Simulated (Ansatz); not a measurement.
Base system: TlBr in the CsCl type structure (space group Pm-3m, No. 221).

```
TlBr
1.0
    3.91453     0.00000     0.00000
    0.00000     3.91453     0.00000
    0.00000     0.00000     3.91453
Tl Br
1 1
Direct
  0.00000   0.00000   0.00000
  0.50000   0.50000   0.50000
```

Cartesian axes are those of the cell as printed.

Method: PBEsol (Ansatz, a first-principles code), no SOC.

The change: tensile biaxial strain of 0.83 % in the plane normal to [111], as in epitaxy on a mismatched substrate; the out-of-plane cell vector and the atoms relax.

Problem. How does this affect the ratio −ε⊥/ε∥?

Solution. The ratio −ε⊥/ε∥ amounts to 0.94.

Stability against distortions was not tested.
